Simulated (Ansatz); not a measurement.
# ZnCu2GeS4 (space group I-4, No. 82)

```xyz
8
Lattice="-2.6799 2.6799 5.3251 2.6799 -2.6799 5.3251 2.6799 2.6799 -5.3251" Properties=species:S:1:pos:R:3 pbc="T T T"
Cu     0.0000     0.0000     0.0000
Cu     0.0000     2.6799     2.6626
Zn     2.6799     0.0000     2.6626
Ge     0.0000     0.0000     5.3251
S      1.3029     1.3510     4.0126
S      1.3770     1.3289    -1.3125
S      1.3510    -1.3029     6.6376
S      1.3289     3.9828     1.3125
```

Calculations: PBE/PAW in Ansatz (a program for electronic structure), no SOC. k-mesh 9×9×9 (Γ-centred); smearing 0.05 eV (Fermi–Dirac).

```yaml
volume_per_atom: 19.12 Å³
density: 4.27 g/cm³
band_gap: 0.47 eV, direct at Γ
electron_mass: 0.10 mₑ along c, 0.11 mₑ across
hole_mass: 0.12 mₑ along c, 0.94 mₑ across
Lowest conduction-band minima above the VBM: Γ 0.47 eV; X (0, 0, 1/2) 0.73 eV; M (1/2, 1/2, 1/2) 1.43 eV
total_energy: -3059.536 eV/atom (σ→0; compares only within this code and set-up)
```

Effective masses come from finite differences of ±0.01 Å⁻¹. Whether these cells are dynamically stable was not tested. All final runs are without spin polarisation.
